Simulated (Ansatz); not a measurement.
A relaxation of cell and atoms of TiAlNi6 (P4/mmm, 8 atoms in the cell) with Ansatz (a program for electronic structure).

Computed with PBEsol, default PAW files made with PBE (plane waves; Ansatz).

The change in words: atoms on their sites; basis.ecutwfc: 420 eV → 295 eV; relax: default → cell and atoms. Reference geometry:
```
TiAlNi6
1.0
    3.57898     0.00000     0.00000
    0.00000     3.57898     0.00000
    0.00000     0.00000     7.05770
Ti Al Ni
1 1 6
Cartesian
  0.00000   0.00000   3.57885
  0.00000   0.00000   0.00000
  1.78949   1.78949   0.00000
  1.78949   1.78949   3.52885
  1.78949   0.00000   1.74269
  1.78949   0.00000   5.31501
  0.00000   1.78949   1.74269
  0.00000   1.78949   5.31501
```
Moments meant for the start (each program seeds them in its own way; μB, in the order of the atoms Ti Al Ni Ni Ni Ni Ni Ni): 0.0 0.0 2.0 2.0 2.0 2.0 2.0 2.0.

Reference input (self-consistent single point, DFT, PBEsol, plane waves, default PAW files made with PBE): basis.ecutwfc = 420 eV; kpoints.mp_grid.grid = 3 3 2; hamiltonian.xc = pbesol; hamiltonian.pseudopotentials = {kind: paw} (the program's default PAW files); magnetization.spin_polarized = true; scf.occupations.method = gaussian; scf.occupations.width = 0.1 eV. This run's input differs from it in these lines:

Ansatz 0.2 input:
```diff
@@ -7,3 +7,3 @@
   atoms:
-    - { symbol: Ti, position: [0.00000000, 0.00000000, 0.50708400] }
+    - { symbol: Ti, position: [0.00000000, 0.00000000, 0.50000000] }
     - { symbol: Al, position: [0.00000000, 0.00000000, 0.00000000] }
@@ -16,3 +16,3 @@
 basis:
-  ecutwfc: 420.0
+  ecutwfc: 295.0
 kpoints:
@@ -26,2 +26,4 @@
   occupations: { method: gaussian, width: 0.1 }
+relax:
+  cell: {}
 output:
```

Log, with long lists cut:

```
   [... SCF lines of the steps left out ...]
relax step   1: F+E_penalty+E_count = -37829.64817794 eV  Δ(F+E_penalty+E_count) = +0.000e0 eV  max|allowed force component| = 1.444e-1 eV/Å  Δτ_max = 0.0000 Å  P = -0.410 GPa  Ω = 90.403 Å³  (23 SCF iters, dr2 threshold 1.00e-7 eV, accepted)
relax step   2: F+E_penalty+E_count = -37829.68567197 eV  Δ(F+E_penalty+E_count) = -3.749e-2 eV  max|allowed force component| = 7.477e-2 eV/Å  Δτ_max = 0.0060 Å  P = +0.274 GPa  Ω = 90.272 Å³  energy of the carried Pulay correction = +3.382e-2 eV  [...]
   [... lines left out ...]
relax step 120: F+E_penalty+E_count = -37829.67734185 eV  Δ(F+E_penalty+E_count) = -1.110e-2 eV  max|allowed force component| = 2.074e-4 eV/Å  Δτ_max = 0.0003 Å  P = -0.003 GPa  Ω = 90.309 Å³  energy of the carried Pulay correction = +1.101e-2 eV  [...]
relax step 121: F+E_penalty+E_count = -37829.62205039 eV  Δ(F+E_penalty+E_count) = +5.529e-2 eV  max|allowed force component| = 4.215e-3 eV/Å  Δτ_max = 0.0000 Å  P = +0.142 GPa  Ω = 90.309 Å³  stress off target by 2.87e-1 GPa  SCF on the basis [...]
basis re-selected at this cell: Δ(F+E_penalty+E_count) = +5.529e-2 eV, ΔP = +0.144 GPa vs the last step
   [... lines left out ...]
Absolute magnetization: 0.2065 μB (∫|ρ↑−ρ↓|, with the PAW one-centre terms)
Free energy (F): -37829.622050 eV
Fermi energy:    16.906654 eV
Error: variable-cell relaxation did not converge after 121 `relax_step` rows, as none of its last 57 fresh-basis SCF(s) at a relaxed cell met both thresholds with a finite energy. The last misses `relax.cell.stress_tol`: largest allowed force component 4.21e-3 eV/Å (`relax.f_tol` 1.00e-2 eV/Å), stress off the target on the free part of the cell 2.87e-1 GPa (`relax.cell.stress_tol` 5.00e-2 GPa), F+E_penalty+E_count -37829.62205039 eV. The closest is row 107, whose structure comes with this error. Larger ratio of force or stress to its threshold at each such SCF whose figures are numbers: 14.123, 7.756, 5.924, 5.241, 4.600, 3.955, 2.087, 9.623, 5.509, 4.495, 9.347, 5.652, 1.304, [...]
   [... lines left out ...]
to start a new deck from the relaxed geometry:
  cell:  # Å, volume = 90.3323 Å³
    - [3.5648960610233775, -7.409108370295173e-35, 0.0]
    - [-9.328877340736029e-35, 3.5648960610233775, 0.0]
    - [0.0, 0.0, 7.108031787604341]
  atoms:
    - { symbol: Ti, position: [-1.1469994245450851e-35, -1.0975685538718104e-36, 0.49999999999999994] }
    - { symbol: Al, position: [-1.3469296425360983e-36, 2.876453801118201e-37, -1.941248862673636e-20] }
    - { symbol: Ni, position: [0.5, 0.5, -1.941248862673636e-20] }
    - { symbol: Ni, position: [0.5, 0.5, 0.49999999999999994] }
    - { symbol: Ni, position: [0.5, 2.204118007211876e-36, 0.24871080202375215] }
    - { symbol: Ni, position: [0.5, -1.1673629725965342e-36, 0.7512891979762478] }
    - { symbol: Ni, position: [1.3856758088134265e-35, 0.5, 0.24871080202375215] }
    - { symbol: Ni, position: [1.4269776824822925e-35, 0.5, 0.7512891979762478] }
```

The relaxation ended unconverged.  The full log also holds: “iter 8 did not close the SCF: its close was put off for a magnetic moment that had not settled (scf_convergence_deferred on its scf_iter line)”. The full log also holds: “iter 10 did not close the SCF: its close was put off for a magnetic moment that had not settled (scf_convergence_deferred on its scf_iter line)”.

The starting cell comes from a database of computed structures (which also holds hypothetical and non-ambient phases and stackings), without a prior relaxation at this level. Its lattice was rescaled by up to half a per cent. The program warned that a starting moment was not kept. The cutoff lies below the one recommended for these files.

Cost on one core of a shared machine: roughly 9 min.
